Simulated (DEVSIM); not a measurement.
System: illuminated Si n-on-p cell, one wavelength, at 350 K.

Layer 1 from the left is Si, thickness (μm) 0.0740, Nd (cm⁻³) 5.2e18, τn (s) 2.3e-6, τp (s) 1.1e-7, absorption coefficient (cm⁻¹) 39000. Layer 2 from the left is Si, thickness (μm) 27.0, Na (cm⁻³) 1e17, τn (s) 2.7e-6, τp (s) 2.7e-6, absorption coefficient (cm⁻¹) 39000.

Left contact: ohmic, minority hole recombination velocity 10000 cm/s. Right contact: ohmic, minority electron recombination velocity 20 cm/s. Voltage is applied to the left contact. Recombination: SRH at mid-gap, radiative, Auger. Light enters at the left, 2.3e17 photons cm⁻² s⁻¹, one pass, no reflection. Mobility is μmin + (μ − μmin)/(1 + (N/Nref)^α).

This is a model device: material constants are rounded textbook-type values typed into the input, and sizes, dopings and lifetimes were drawn at random. Values at 300 K; Nc and Nv go as T^1.5, mobilities as T to minus their exponent, the gap by Varshni's rule with the affinity fixed.

Si: gap (eV) 1.124, affinity (eV) 4.05, permittivity 11.7, Nc (cm⁻³) 2.86e19, Nv (cm⁻³) 3.1e19, μn (cm²/Vs) 1417, μp (cm²/Vs) 470, μn,min 52, μp,min 45, Nref,n 9.7e16, Nref,p 2.2e17, αn 0.68, αp 0.72, T exponent of μn 2.3, T exponent of μp 2.2, B (cm³/s) 4.7e-15, Cn (cm⁶/s) 2.8e-31, Cp (cm⁶/s) 9.9e-32, Varshni α (eV/K) 0.000473, Varshni β (K) 636.

Model (solved in DEVSIM): 1D drift-diffusion, Boltzmann statistics, complete ionisation; no tunnelling, impact ionisation, image-force lowering or self-heating.

Dark forward current:

| |V| (V) | |J| (A/cm²) |
|---|---|
| 0.05 | 1.693e-8 |
| 0.10 | 5.778e-8 |
| 0.15 | 1.712e-7 |
| 0.20 | 5.325e-7 |
| 0.25 | 1.868e-6 |
| 0.30 | 7.525e-6 |
| 0.35 | 3.391e-5 |
| 0.40 | 0.0001643 |
| 0.45 | 0.0008285 |
| 0.50 | 0.004262 |
| 0.55 | 0.02212 |
| 0.60 | 0.1146 |
| 0.65 | 0.5757 |
| 0.70 | 2.565 |
| 0.75 | 9.200 |
| 0.80 | 30.18 |
| 0.85 | 107.3 |
| 0.90 | 416.5 |
| 0.95 | 1527 |
| 1.00 | 4380 |

Work out the local ideality factor n = ΔV / (kT/q · ln(J2/J1)) between the rows 0.15 and 0.20 V, 0.50 and 0.55 V, 0.95 and 1.00 V.

kT/q = 30.16 mV. From 0.15 to 0.20 V: ln(5.325e-7/1.712e-7) = 1.135, n = 1.46. From 0.50 to 0.55 V: ln(0.02212/0.004262) = 1.647, n = 1.01, near the 1 of diffusion or emission over a barrier. From 0.95 to 1.00 V: ln(4380/1527) = 1.054, n = 1.57.

What current could the absorbed light give at most, and what share is collected?

Σ αd = 106, so qΦ(1 − exp(−Σ αd)) = 36.9 mA/cm². The simulated short-circuit current is 36.61 mA/cm², a share of 0.99.

Estimate the open-circuit voltage by superposition: the voltage at which the dark current equals that short-circuit current.

Interpolating ln J in the table gives 0.565 V. The simulation gives 0.565 V, the same within the digits that matter. Superposition holds where collection doesn't change with voltage.

Estimate the fill factor from FF0 = (v − ln(v + 0.72))/(v + 1), v = qVoc/(nkT), with n from the dark curve.

The rows about Voc, 0.55 and 0.60 V, give n = 1.01, so v = 18.6 and FF0 = 0.798. The simulation gives 0.798, the same within the digits that matter.
